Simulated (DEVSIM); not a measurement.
System: abrupt GaP p-n junction, at 300 K.

```csv
layer (left to right),material,thickness (μm),Nd (cm⁻³),Na (cm⁻³),τn (s),τp (s)
1,GaP,21.0,-,2.6e17,1.4e-6,1.4e-6
2,GaP,25.0,1.8e15,-,1.4e-6,1.4e-6
```

Left contact: ohmic. Right contact: ohmic. Voltage is applied to the left contact. Recombination: SRH at mid-gap. Mobility is constant in doping. Where it depends on doping, it is μmin + (μ − μmin)/(1 + (N/Nref)^α).

The device is made up for the run: typed textbook-type constants, with dimensions and the other settings drawn at random. Values at 300 K; Nc and Nv go as T^1.5, mobilities as T to minus their exponent, the gap by Varshni's rule with the affinity fixed. The table also holds parameters that only a changed run uses.

| parameter | GaP |
|---|---|
| gap (eV) | 2.26 |
| affinity (eV) | 3.8 |
| permittivity | 11.1 |
| Nc (cm⁻³) | 1.8e19 |
| Nv (cm⁻³) | 1.9e19 |
| μn (cm²/Vs) | 250 |
| μp (cm²/Vs) | 150 |
| μn,min | 10 |
| μp,min | 10 |
| Nref,n | 4.4e18 |
| Nref,p | 1e18 |
| αn | 0.8 |
| αp | 0.85 |
| T exponent of μn | 1.6 |
| T exponent of μp | 1.98 |
| Cn (cm⁶/s) | 1e-30 |
| Cp (cm⁶/s) | 1e-30 |
| Varshni α (eV/K) | 0.00058 |
| Varshni β (K) | 372 |

Simulated with DEVSIM: 1D drift-diffusion, Boltzmann statistics, complete ionisation; no tunnelling, impact ionisation, image-force lowering or self-heating.

Base results: dark forward voltage at 100 A/cm² (V) 2.095; largest field in the device at zero bias (V/cm) 40000; dark forward voltage at 1 A/cm² (V) 1.816; potential step across the device at zero bias (V) 1.911.

### Question
What follows from this one change: doping Nd of layer 2 1.8e+15 → 5.4e+16 cm^-3?

### Answer
dark forward voltage at 100 A/cm² 2.095 → 2.053 V; largest field in the device at zero bias 40000 → 170000 V/cm; dark forward voltage at 1 A/cm² 1.816 → 1.877 V; potential step across the device at zero bias 1.911 → 1.999 V.

### Question
What follows from this one change: thickness of layer 2 25 → 120 μm?

### Answer
dark forward voltage at 100 A/cm² 2.095 → 2.903 V; largest field in the device at zero bias little changed (40000 V/cm); dark forward voltage at 1 A/cm² 1.816 → 1.912 V; potential step across the device at zero bias little changed (1.911 V).

### Question
What follows from this one change: thickness of layer 1 21 → 4.2 μm?

### Answer
dark forward voltage at 100 A/cm² 2.095 → 2.112 V; largest field in the device at zero bias little changed (40000 V/cm); dark forward voltage at 1 A/cm² little changed (1.814 V); potential step across the device at zero bias little changed (1.911 V).

### Question
What follows from this one change: doping-dependent mobility in place of the constant one?

### Answer
dark forward voltage at 100 A/cm² 2.095 → 2.102 V; largest field in the device at zero bias little changed (40000 V/cm); dark forward voltage at 1 A/cm² little changed (1.816 V); potential step across the device at zero bias little changed (1.911 V).
